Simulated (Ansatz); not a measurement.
Base system: Re in the hcp (Mg type) structure (space group P6_3/mmc, No. 194).

```xyz
2
Lattice="2.7579 0.0000 0.0000 -1.3789 2.3884 0.0000 0.0000 0.0000 4.4628" Properties=species:S:1:pos:R:3 pbc="T T T"
Re     0.0000     1.5923     3.3471
Re     1.3789     0.7961     1.1157
```

All numbers come from r2SCAN (Ansatz, a first-principles code, PAW, no SOC).

Before the change:

```
Item                     Result
-------------------  ----------
Lattice parameter a  5.212 bohr
c/a ratio                 1.618
```

Now apply this change: a hydrostatic pressure of 7 GPa.

Task: Predict the new lattice parameter a and c/a ratio.

Result: The lattice parameter a falls by 0.030 bohr, from 5.212 bohr to 5.182 bohr; the c/a ratio remains 1.618.

Load acts through the strain it causes; cell and atoms are relaxed under it. No phonon test of stability was made. No other phases were tried under pressure. All final runs are without spin polarisation.
